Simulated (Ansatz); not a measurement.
For Ge (Fd-3m, No. 227, 34 atoms in the cell; start mp-1198022), PBE in Ansatz (PAW) gives:

| Quantity | Value |
|---|---|
| equilibrium lattice constant a | 15.463 Å |
| cohesive energy | 3.71 eV/atom |

What does r²SCAN (PAW; Ansatz, a program for electronic structure) give for the same quantities?


- lattice constant a: 15.250 Å (falls by 1.4 %)
- cohesive energy: 3.83 eV/atom (rises by 0.12 eV/atom)

Changes are worked out from the printed values.

Unless a cell is named, each level is at its own relaxed cell.

Caveats: the relaxation could not lower the start's symmetry, so the cell can be a saddle point above a distorted one (PBE, r²SCAN). Ansatz's density-functional and Hartree–Fock values are scalar-relativistic unless marked +SOC, with PAW data made under PBE.

A start named mp-… is a Materials Project structure, which need not be a measured phase.
